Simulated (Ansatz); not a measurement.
# Fermi-surface data of YSi under load (space group Cmcm)

Here is the system:

```yaml
crystal:
  lattice:
    - [2.12760, -5.23701, 0.00000]
    - [2.12760, 5.23701, 0.00000]
    - [0.00000, 0.00000, 3.75498]
  atoms:
    - { symbol: Y, position: [0.14067, 0.85933, 0.25000] }
    - { symbol: Y, position: [0.85933, 0.14067, 0.75000] }
    - { symbol: Si, position: [0.42393, 0.57607, 0.25000] }
    - { symbol: Si, position: [0.57607, 0.42393, 0.75000] }
```

Method: PBEsol, rigid bands (plane waves, PAW, scalar-relativistic; Ansatz, an electronic-structure program). Condition of this run: uniaxial stress zz = 2 GPa (compression positive) (the target of the relaxation). Cell: cell and atoms relaxed with PBEsol, then loaded as said.

```
Property                                                              Result
------------------------------------  --------------------------------------
density of states at the Fermi level       2.08 states/(eV·cell), both spins
bare Sommerfeld coefficient                        1.22 mJ/(mol of atoms·K²)
Drude plasma energy                             2.1 (x), 2.8 (y), 5.4 (z) eV
root-mean-square Fermi velocity                                    4.6e5 m/s
resistivity times τ                   111 (x), 64 (y), 16.6 (z) ×10⁻²² Ω·m·s
```

A metal at this level (no band gap); rigid bands, thermally averaged at 300 K, both spins. Spin-orbit coupling is left out. τ is one relaxation time for all states.
